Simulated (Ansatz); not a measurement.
The starting structures come from a database of crystals and need not be the phases stable at ambient conditions.

By PBEsol, the system below comes out a metal.

The ballistic (Sharvin) conductance counts the channels at the Fermi level: G/A = (e²/h) × channels of both spins per area.

```yaml
crystal:
  lattice:
    - [5.13507, 0.00000, 0.00000]
    - [-2.56754, 4.44710, 0.00000]
    - [0.00000, 0.00000, 4.07458]
  atoms:
    - { symbol: Si, position: [0.33333, 0.66667, 0.75000] }
    - { symbol: Si, position: [0.66667, 0.33333, 0.25000] }
    - { symbol: Cu, position: [0.66408, 0.83204, 0.25000] }
    - { symbol: Cu, position: [0.33592, 0.16796, 0.75000] }
    - { symbol: Cu, position: [0.83204, 0.66408, 0.75000] }
    - { symbol: Cu, position: [0.16796, 0.33592, 0.25000] }
    - { symbol: Cu, position: [0.16796, 0.83204, 0.25000] }
    - { symbol: Cu, position: [0.83204, 0.16796, 0.75000] }
```

Space group of this cell: P6_3/mmc. The cell is taken as given; by PBEsol its mean pressure is -1.1 GPa.

The current flows along the normal of the first two printed cell vectors, the (001) plane of the conventional cell. No spin-orbit coupling; the value is a mean over 0.1 eV about the Fermi level.

Give the ballistic conductance per area that PBEsol in Ansatz (a program for electronic structure) yields.

0.83 × 10¹⁵ S/m² for both spins.
